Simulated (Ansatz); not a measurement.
The starting structures come from a database of crystals and need not be the phases stable at ambient conditions.

 Where the default PAW files enter, the runs use the earlier of Ansatz's two default sets.

Tunnelling through a barrier is set by its complex band structure: the current falls as exp(−2κd) with the smallest κ.

Here is the system:

```
CELL_PARAMETERS angstrom
      4.46758     0.00000     0.00000
     -2.23379     3.86903     0.00000
      2.23379     1.28968     3.64776
ATOMIC_POSITIONS crystal
  Cs 0.00000 0.00000 0.00000
  H  0.00000 0.50000 0.50000
```

Space group of this cell: Fm-3m, rock salt. The cell was relaxed by PBE-D3(BJ).

Transport runs along the normal of the first two printed cell vectors, the (111) plane of the conventional cell.

No gap correction and no spin-orbit coupling; mid-gap values are interpolated between computed energies.

Question: Predict the band gap and the smallest decay constant κ at mid-gap from r2SCAN run with Ansatz (an electronic-structure program).

Answer: Gap 2.65 eV on a 10×10×10 mesh; κ = 0.291 1/Å, at the zone centre.
